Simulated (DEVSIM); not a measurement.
Device: In0.49Ga0.51P/GaAs p-n heterojunction, at 300 K.

Layer 1 from the left is In0.49Ga0.51P, thickness (μm) 0.650, Na (cm⁻³) 5.9e16, τn (s) 1.3e-11, τp (s) 4.3e-10. Layer 2 from the left is GaAs, thickness (μm) 0.610, Nd (cm⁻³) 1e17, τn (s) 4.3e-10, τp (s) 4.3e-10.

Left contact: ohmic. Right contact: ohmic. Voltage is applied to the left contact. Recombination: SRH at mid-gap. Mobility is μmin + (μ − μmin)/(1 + (N/Nref)^α).

The device is made up for the run: typed textbook-type constants, with dimensions and the other settings drawn at random. Values at 300 K.

In0.49Ga0.51P: gap (eV) 1.89, affinity (eV) 4, permittivity 11.8, Nc (cm⁻³) 9e17, Nv (cm⁻³) 1.3e19, μn (cm²/Vs) 1500, μp (cm²/Vs) 80, μn,min 400, μp,min 15, Nref,n 2e16, Nref,p 1.5e17, αn 0.7, αp 0.8. GaAs: gap (eV) 1.424, affinity (eV) 4.07, permittivity 12.9, Nc (cm⁻³) 4.7e17, Nv (cm⁻³) 9e18, μn (cm²/Vs) 8500, μp (cm²/Vs) 400, μn,min 500, μp,min 20, Nref,n 6e16, Nref,p 1.5e17, αn 0.39, αp 0.38.

DEVSIM, 1D drift-diffusion, Boltzmann statistics, complete ionisation; no tunnelling, impact ionisation, image-force lowering or self-heating. Band offsets follow the typed affinities; no thermionic-emission limit at abrupt steps, no polarisation charge.

**Question.** What does the simulation give for the potential step across the device at zero bias, the dark forward voltage at 1 A/cm², the largest field in the device at zero bias?

**Answer.** potential step across the device at zero bias 1.641 V; dark forward voltage at 1 A/cm² 1.214 V; largest field in the device at zero bias 140000 V/cm.
